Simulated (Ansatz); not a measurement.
The reference is GaAs in the rock salt structure (space group Fm-3m, No. 225; a = 5.394 Å; a hypothetical phase, not in the database extracts checked; relaxed with 0.1 eV smearing). Axes: x, y, z lie along the cube axes.

(Cell as relaxed with PBE.)

Levels (all Ansatz, an electronic-structure program, PAW, earlier PAW set): PBE (420 eV, no spin-orbit coupling); r2SCAN (500 eV, without spin-orbit coupling).

Each level relaxes its own structure.

```tsv
base	PBE	r2SCAN
volume per atom	19.61 Å³	18.93 Å³
lattice parameter a	5.394 Å	5.330 Å
band gap	zero	zero
```

Perturbation: uniaxial strain ε_xx = +1.01 %, all other strain components held at zero, atoms relaxed at fixed cell.

| quantity | PBE | r2SCAN |
|---|---|---|
| pressure (mean of the normal stresses, compression positive) | -0.7 GPa | [?] |
| band gap | zero | [?] |

Question: Given the PBE results, estimate those of r2SCAN.

Answer: 
- pressure (mean of the normal stresses, compression positive), r2SCAN: -0.8 GPa
- band gap, r2SCAN: zero

The two agree on the band gap. Neither level is exact; r2SCAN is the comparison here, not a measurement.

Stability against distortions was not tested. The final runs are not spin-polarised.
